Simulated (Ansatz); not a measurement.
Consider Al in the fcc (Cu type) structure (space group Fm-3m, No. 225; a = 3.9937 Å; relaxed with 0.1 eV smearing). Axes: x, y, z lie along the cube axes.

Level of theory: r2SCAN (Ansatz, a quantum-chemistry and plane-wave program; PAW; 500 eV plane waves; no spin-orbit coupling).

Strains are applied to the cell and any free atomic positions relax.

One change was made to it. Results:

```csv
quantity,base,after
energy relative to the base (free energy F),0 meV/atom,+0.6 meV/atom
"pressure (mean of the normal stresses, compression positive)",0.0 GPa,-0.9 GPa
shortest interatomic distance,5.336 bohr,5.336 bohr
```

### Question
Which of these changes matches the shifts?
A. uniaxial strain ε_zz = +3.00 %
B. uniaxial strain ε_zz = +1.00 %
C. uniaxial strain ε_zz = +2.00 %
D. uniaxial strain ε_zz = +2.50 %

### Answer
B, uniaxial strain ε_zz = +1.00 %. For comparison, the energy relative to the base in the other runs: uniaxial strain ε_zz = +2.00 % gives +2.5 meV/atom; uniaxial strain ε_zz = +2.50 % gives +3.9 meV/atom; uniaxial strain ε_zz = +3.00 % gives +5.6 meV/atom.

Whether these cells are dynamically stable was not tested.
